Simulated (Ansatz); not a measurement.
Input:

End structure of the (111) surface of germanium, P on one of 1 atoms of the third shell, no caps (bottom of the slab: built like the top, H on every dangling bond, free):

```xyz
9
Lattice="4.0729 0.0000 0.0000 -2.0365 3.5273 0.0000 0.0000 0.0000 28.5000" Properties=species:S:1:pos:R:3 pbc="T T T"
Ge     0.0000     0.0000     9.6814
Ge     0.0000     2.3515    10.4699
Ge     0.0000     2.3515    12.9566
Ge     2.0365     1.1758    13.7879
Ge     2.0365     1.1758    16.2820
P      0.0000     0.0000    17.1257
Ge     0.0000     0.0000    19.5751
Ge     0.0000     2.3515    20.4572
H      0.0000     0.0000     8.1211
```

Set-up: 9 atoms, 12.4 Å thick at the start with caps and adatoms (thin: gaps and levels are the slab's own); mesh 8x8x1; 0.025 eV smearing; dipole correction on; 2 atoms held, the rest relaxed; start symmetry kept, larger cells not searched; no spin (no spin-polarised run to compare, though such a face may carry moments), no spin-orbit, no U. The slab shows no gap on its mesh. In PBE it lies 0.70 eV a 1x1 cell over the lowest computed structure of the same composition (P on one of 1 atoms under the surface, no caps).

Question: Estimate the work function of the top face that PBE (Ansatz, a program for electronic structure) returns for this input.

Answer: 5.19 eV
